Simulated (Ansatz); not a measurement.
The reference is Be in the hcp (Mg type) structure (space group P6_3/mmc, No. 194; a = 2.2627 Å, c = 3.5664 Å; relaxed with 0.1 eV smearing).

(Cell as relaxed with PBE.)

Levels (all Ansatz, a first-principles code, PAW): PBE (420 eV, without spin-orbit coupling); r2SCAN (500 eV, no SOC).

Each level relaxes its own structure.

```csv
base,PBE,r2SCAN
volume per atom,7.91 Å³,7.91 Å³
lattice parameter a,2.263 Å,2.262 Å
band gap,zero,zero
```

One thing is altered: every lattice vector is stretched by 3.04 %, atoms relaxed at fixed cell.

```json
[
 {"quantity": "pressure (mean of the normal stresses, compression positive)", "PBE": "-9.5 GPa", "r2SCAN": "___"},
 {"quantity": "energy relative to the base (free energy F)", "PBE": "+24 meV/atom", "r2SCAN": "___"},
 {"quantity": "band gap", "PBE": "zero", "r2SCAN": "___"}
]
```

**Question.** Given the PBE results, estimate those of r2SCAN.

**Answer.** 
- pressure (mean of the normal stresses, compression positive), r2SCAN: -9.7 GPa
- energy relative to the base (free energy F), r2SCAN: +24 meV/atom
- band gap, r2SCAN: zero

The two agree on the energy relative to the base and band gap. Neither level is exact; r2SCAN is the comparison here, not a measurement.

The cells carry an imposed strain or load. Stability against distortions was not tested.
